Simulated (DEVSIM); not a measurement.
System: Al/SiO2/n-Si capacitor, at 300 K.

```tsv
layer (left to right)	material	thickness (nm)	Nd (cm⁻³)
1	SiO2	3.20	-
2	Si	2400	5.7e16
```

Metal gate on the left, work function 4.1 eV. Fixed charge at the semiconductor interface 0 cm⁻² (in units of +e); no interface traps.

Constants are typed, rounded textbook-type inputs, not results; the design itself was drawn at random and stands for no fabricated device. Values at 300 K.

| parameter | SiO2 | Si |
|---|---|---|
| gap (eV) | 9 | 1.124 |
| affinity (eV) | 0.9 | 4.05 |
| permittivity | 3.9 | 11.7 |
| Nc (cm⁻³) | - | 2.86e19 |
| Nv (cm⁻³) | - | 3.1e19 |

DEVSIM, 1D Poisson equation in equilibrium, Boltzmann statistics, complete ionisation; no quantum confinement or tunnelling. Metal contacts follow the ideal Schottky-Mott rule: no Fermi-level pinning, no interface dipoles.

The substrate doping was swept, all else fixed.

```json
[
 {"substrate doping (cm^-3)": "2.8e15", "flat-band voltage (V)": "-0.19", "threshold voltage (band bending 2φF) (V)": "-0.86", "minimum of the low-frequency capacitance (μF/cm²)": "0.0220"},
 {"substrate doping (cm^-3)": "5.7e15", "flat-band voltage (V)": "-0.17", "threshold voltage (band bending 2φF) (V)": "-0.89", "minimum of the low-frequency capacitance (μF/cm²)": "0.0291"},
 {"substrate doping (cm^-3)": "1.1e16", "flat-band voltage (V)": "-0.15", "threshold voltage (band bending 2φF) (V)": "-0.92", "minimum of the low-frequency capacitance (μF/cm²)": "0.0388"},
 {"substrate doping (cm^-3)": "2.8e16", "flat-band voltage (V)": "-0.13", "threshold voltage (band bending 2φF) (V)": "-0.97", "minimum of the low-frequency capacitance (μF/cm²)": "0.0597"},
 {"substrate doping (cm^-3)": "5.7e16", "flat-band voltage (V)": "-0.11", "threshold voltage (band bending 2φF) (V)": "-1.02", "minimum of the low-frequency capacitance (μF/cm²)": "0.0794"},
 {"substrate doping (cm^-3)": "1.1e17", "flat-band voltage (V)": "-0.09", "threshold voltage (band bending 2φF) (V)": "-1.09", "minimum of the low-frequency capacitance (μF/cm²)": "0.106"}
]
```

From the first row to the last the flat-band voltage goes from -0.19 to -0.09. From the first row to the last the threshold voltage (band bending 2φF) goes from -0.86 to -1.09.
